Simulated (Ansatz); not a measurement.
Levels about the gap of amorphous Si₂₄O₄₉Ba (74 atoms in a cell of 1129 Å³, 2.35 g/cm³; zone centre alone, so wide bands show as single levels with stretches between that a denser mesh fills), at the geometry that PBE relaxed, where it gives 1.5 GPa on a denser mesh. The participation number counts the atoms over which a state spreads; weights are charges in smoothed Voronoi cells. The levels come from a single point, so bond lengths are those of that geometry. Method of the levels: PBE, scalar-relativistic without spin-orbit coupling (Ansatz, a program for electronic structure). Sampling: the zone centre alone; Fermi-Dirac width 0.02 eV; no spin polarisation. At PBE the levels at the filled edge of the gap are localised (band-tail or defect states), and the nearest spread-out levels lie 5.2 eV apart at the zone centre.

It comes from a melt-quench run on a machine-learned potential (CHGNet), relaxed afterwards by DFT. O atoms were pushed apart under 1.9 Å during the dynamics, to hinder bonds among them. The hot cell started wider than the set density and was brought back towards it in steps. It is the lowest in DFT energy of 2 quenches. It is a model cell: composition and starting density were chosen by hand, and all elements were melted together. No dispersion term was used. Its density started from a set value of 2.35 and ended at 2.35 g/cm³. The quench (nominally 320 K/ps over its main leg) was far faster than any real one, so the model tends to hold more defects than a real film. Values belong to this one cell and scatter from quench to quench. The volume was held where the preparation left it and the shape relaxed, at a PBE pressure of 1.5 GPa. Stress components on the final sampling reach 1.6 GPa.

```
E - E(highest filled), eV  filling  participation number        largest on  weight O  weight Ba  weight Si
-------------------------  -------  --------------------  ----------------  --------  ---------  ---------
-1.16                       filled                  14.8   O, 2 neighbours      0.96       0.00       0.04
-1.15                       filled                  21.5   O, 2 neighbours      0.96       0.00       0.04
-0.98                       filled                   5.5   O, 2 neighbours      0.95       0.00       0.05
-0.45                       filled                   3.4   O, 2 neighbours      0.91       0.04       0.05
-0.20                       filled                   3.5   O, 2 neighbours      0.93       0.02       0.04
-0.12                       filled                   3.3   O, 2 neighbours      0.94       0.02       0.04
0.00                        filled                   3.0   O, 2 neighbours      0.93       0.02       0.05
4.01                         empty                  50.4  Ba, 5 neighbours      0.68       0.06       0.26
5.29                         empty                  11.1  Si, 4 neighbours      0.57       0.05       0.38
5.44                         empty                   6.0  Ba, 5 neighbours      0.49       0.40       0.12
5.65                         empty                  34.8  Si, 4 neighbours      0.65       0.05       0.29
5.74                         empty                  22.5  Ba, 5 neighbours      0.60       0.13       0.27
5.96                         empty                  37.0   O, 3 neighbours      0.64       0.04       0.32
6.04                         empty                  20.6  Ba, 5 neighbours      0.58       0.14       0.27
```

Most localised among these is the filled level at +0.00 eV, on a O atom, which has 2 neighbours (Si 1.58 Å, Ba 2.39 Å).
